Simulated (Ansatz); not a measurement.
## Ag: response to strain

The parent structure is Ag in the fcc (Cu type) structure (space group Fm-3m, No. 225; a = 4.1043 Å; relaxed with 0.1 eV smearing). Axes: x, y, z lie along the cube axes.

Strains are applied to the cell and any free atomic positions relax; under biaxial strain the out-of-plane vector relaxes too.

Calculations: r2SCAN (Ansatz, a quantum-chemistry and plane-wave program, PAW, no spin-orbit coupling).

Notes on the quantities. in-plane stress: mean in-plane stress (compression positive); energy relative to the base: free energy F.

```json
[
 {"case": "base", "in-plane stress": "–", "energy relative to the base": "0 meV/atom", "volume per atom": "17.28 Å³"},
 {"case": "biaxial strain −3.00 %, plane normal [001], relaxed out of plane", "in-plane stress": "+3.4 GPa", "energy relative to the base": "+10 meV/atom", "volume per atom": "16.97 Å³"},
 {"case": "biaxial strain −2.50 %, plane normal [001], relaxed out of plane", "in-plane stress": "(withheld)", "energy relative to the base": "(withheld)", "volume per atom": "(withheld)"},
 {"case": "biaxial strain −2.00 %, plane normal [001], relaxed out of plane", "in-plane stress": "+2.0 GPa", "energy relative to the base": "+4.1 meV/atom", "volume per atom": "17.08 Å³"},
 {"case": "biaxial strain −1.50 %, plane normal [001], relaxed out of plane", "in-plane stress": "+1.4 GPa", "energy relative to the base": "+2.2 meV/atom", "volume per atom": "17.14 Å³"},
 {"case": "biaxial strain −1.00 %, plane normal [001], relaxed out of plane", "in-plane stress": "+0.9 GPa", "energy relative to the base": "+0.9 meV/atom", "volume per atom": "17.19 Å³"},
 {"case": "biaxial strain −0.50 %, plane normal [001], relaxed out of plane", "in-plane stress": "+0.4 GPa", "energy relative to the base": "+0.2 meV/atom", "volume per atom": "17.24 Å³"}
]
```

Question: Fill in the withheld entries from the trend.

Answer: 
- biaxial strain −2.50 %, plane normal [001], relaxed out of plane, in-plane stress: +2.7 GPa
- biaxial strain −2.50 %, plane normal [001], relaxed out of plane, energy relative to the base: +6.7 meV/atom
- biaxial strain −2.50 %, plane normal [001], relaxed out of plane, volume per atom: 17.03 Å³

Whether these cells are dynamically stable was not tested.
